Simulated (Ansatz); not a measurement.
**wurtzite ZnO (P6_3mc) under uniaxial stress along c**

Cell and atoms are relaxed with PBEsol to each stress (compression positive); bands and masses by PBE with spin-orbit coupling, rigid bands (plane waves, PAW; Ansatz, a quantum-chemistry and plane-wave program). Strains are changes of length against the unloaded cell.

```yaml
crystal:
  lattice:
    - [3.22991, 0.00000, 0.00000]
    - [-1.61495, 2.79718, 0.00000]
    - [0.00000, 0.00000, 5.21468]
  atoms:
    - { symbol: Zn, position: [0.33333, 0.66667, 0.99805] }
    - { symbol: Zn, position: [0.66667, 0.33333, 0.49805] }
    - { symbol: O, position: [0.33333, 0.66667, 0.37695] }
    - { symbol: O, position: [0.66667, 0.33333, 0.87695] }
```

```tsv
stress (GPa)	strain c (%)	strain basal x (%)	gap (eV)	mₑ* c	mₑ* basal x	mₕ* c	mₕ* basal x
-8.80	5.35	-1.71	0.644	0.144	0.155	2.7	1.93
-4.40	2.83	-0.93	0.723	0.154	0.163	2.7	1.91
-2.20	1.47	-0.49	0.758	0.160	0.165	2.8	1.91
0	0	0	0.791	0.167	0.167	2.8	1.86
2.20	-1.63	0.55	0.823	0.175	0.168	2.9	1.77
4.40	-3.54	1.21	0.856	0.184	0.169	3.2	1.63
```

c is the direction of the load; basal y strains as basal x. Masses are conductivity masses at 300 K in electron masses.

**Question.** From the two loads next to zero, find the Young modulus and the ratio of transverse to axial strain.

**Answer.** Between -2.20 and 2.20 GPa the strain along c changes by -3.10 % and that along basal x by 1.04 %. The modulus is 4.40/0.0310 = 142 GPa and the ratio of the strains 0.34 (PBEsol, atoms relaxed).

**Question.** Is the response still linear at the largest tension?

**Answer.** The modulus predicts 6.20 % at -8.80 GPa; the table has 5.35 %, so the crystal is stiffer there.

**Question.** How fast does the gap move on either side of zero load?

**Answer.** Under tension, (0.723 − 0.791) eV over -4.40 GPa = 15 meV/GPa, or about -2.4 eV per unit strain; under compression, (0.856 − 0.791) eV over 4.40 GPa = 15 meV/GPa, or about -1.8 eV per unit strain. The two slopes part by 0 meV/GPa; gaps are resolved to about 0.01 eV, which allows 5 meV/GPa, so these rows don't tell them apart.

Masses are those of dilute carriers in rigid bands with one relaxation time, without polarons. Third decimals of gaps are kept for the arithmetic. Every relaxation keeps the wurtzite phase (space group P6_3mc under this load), so a transition, a distortion that breaks the symmetry or fracture can't show.
